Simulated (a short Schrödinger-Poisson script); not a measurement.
Symmetric double-gate stack, SiO2 on p-type GaAs

Stack: symmetric double-gate stack, SiO2 on p-type GaAs, at 300 K.

```tsv
layer	material	thickness (nm)	Na (cm⁻³)
1	SiO2	1.1	-
2	GaAs	10	9e16
3	SiO2	1.1	-
```

The device is made up for the run: typed textbook-type constants, with dimensions and the other settings drawn at random. SiO2: permittivity 3.9, conduction-band edge (eV) 3.17, gap (eV) 9, electron mass (mₑ) 0.5. GaAs: permittivity 12.9, conduction-band edge (eV) 0, gap (eV) 1.424, Nv at 300 K (cm⁻³) 9e18.

Channel valleys (confinement mass, in-plane density-of-states mass, number): Γ 0.067, 0.067, 1. At the gates, both at one voltage, the conduction-band edge of layer 1 lies 3.38 eV − eVg above the Fermi level of the channel. Gaps are held at their typed values at every temperature. Mesh 0.03 nm at interfaces.

Solved with a short Schrödinger-Poisson script written for these runs: 1D Poisson equation in equilibrium, electrons quantum, Hartree (BenDaniel-Duke, 12 states a valley, the channel's in-plane mass for all, wave functions ending at the dielectric), parabolic valleys, classical holes, full ionisation, no traps, pinning or gate leakage.

| Vg (V) | electrons (cm⁻²) | C (μF/cm²) | Γ E0 (meV) | Γ E1 (meV) |
|---|---|---|---|---|
| -0.05 | 3.07e6 | < 0.003 | 319.8 | 487.9 |
| 0 | 2.13e7 | < 0.003 | 269.8 | 437.9 |
| 0.05 | 1.47e8 | < 0.003 | 219.8 | 387.9 |
| 0.1 | 1.02e9 | 0.00640 | 169.8 | 338.0 |
| 0.15 | 6.92e9 | 0.0430 | 120.1 | 288.2 |
| 0.2 | 4.37e10 | 0.248 | 71.8 | 239.7 |
| 0.25 | 2.03e11 | 0.842 | 29.2 | 196.4 |
| 0.3 | 5.65e11 | 1.44 | -4.2 | 161.4 |
| 0.35 | 1.07e12 | 1.75 | -31.2 | 132.2 |
| 0.4 | 1.64e12 | 1.89 | -55.2 | 105.8 |
| 0.45 | 2.24e12 | 1.98 | -77.7 | 80.8 |
| 0.5 | 2.87e12 | 2.06 | -99.3 | 56.7 |
| 0.55 | 3.53e12 | 2.18 | -119.8 | 33.7 |
| 0.6 | 4.24e12 | 2.33 | -138.7 | 12.2 |
| 0.65 | 4.99e12 | 2.47 | -156.1 | -7.6 |
| 0.7 | 5.78e12 | 2.58 | -172.2 | -26.1 |
| 0.75 | 6.59e12 | 2.64 | -187.4 | -43.7 |
| 0.8 | 7.42e12 | 2.68 | -202.1 | -60.8 |
| 0.85 | 8.26e12 | 2.71 | -216.5 | -77.5 |
| 0.9 | 9.11e12 | 2.73 | -230.8 | -94.1 |

Gate voltages with under 1e6 electrons/cm² are left out.

Subbands count from the Fermi level. The capacitance is that of both gates.

Above a few 1e12 electrons/cm² a light Γ valley is non-parabolic and upper valleys begin to fill, which the model leaves out.
